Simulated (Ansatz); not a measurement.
The parent structure is ZnGeP₂ in the chalcopyrite structure (space group I-42d, No. 122).

Space group I-42d (No. 122); a = 5.500 Å, b = 5.500 Å, c = 10.845 Å, α = 90.00°, β = 90.00°, γ = 90.00°

```csv
atom,site,symmetry,x,y,z
Zn,4a,-4..,0.0000,0.0000,0.0000
Ge,4b,-4..,0.0000,0.0000,0.5000
P,8d,.2.,0.2500,0.2467,0.3750
```
(The calculation used a cell of 8 atoms; values per cell refer to that cell.)

Method: DFT with PBE, PAW potentials and a 420 eV plane-wave cutoff in Ansatz (a quantum-chemistry and plane-wave program), without spin-orbit coupling, earlier PAW set.

For the base:

The c/a ratio comes out as 1.972 and the lattice parameter a is 5.500 Å.

One thing is altered: every Ge is replaced by B, then cell and atoms are relaxed.

Question: How does this affect the c/a ratio and lattice parameter a?

Answer: The c/a ratio drops by 0.120, from 1.972 to 1.852; the lattice parameter a drops by 0.390 Å, from 5.500 Å to 5.110 Å.

No phonon test of stability was made. As relaxed here, ZnBP2 is a hypothetical phase, not in the database extracts checked. All final runs are without spin polarisation.
